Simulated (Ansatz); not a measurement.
**Response to strain in W2C**

Base system: W$_{2}$C (space group P-3m1, No. 164; a = 3.008 Å, c = 4.625 Å; relaxed with 0.1 eV smearing). Axes: x lies along a and z along c of the hexagonal cell.

Strains are applied to the cell and any free atomic positions relax; under biaxial strain the out-of-plane vector relaxes too.

The values are results of Kohn–Sham DFT with the PBEsol-D3(BJ) functional, run in Ansatz (an electronic-structure program) with PAW and 420 eV plane waves, no SOC, not measurements.

Notes on the quantities. pressure: mean of the normal stresses, compression positive.

```tsv
variant	pressure	shortest interatomic distance
base	0.0 GPa	210.1 pm
biaxial strain −2.08 %, plane normal [001], relaxed out of plane	6.2 GPa	209.5 pm
biaxial strain −0.30 %, plane normal [001], relaxed out of plane	0.9 GPa	210.0 pm
biaxial strain +4.50 %, plane normal [001], relaxed out of plane	-13.7 GPa	213.0 pm
isotropic strain +0.84 %	-8.4 GPa	211.5 pm
isotropic strain +5.60 %	-38.8 GPa	218.2 pm
```

No phonon test of stability was made. The final runs are not spin-polarised.
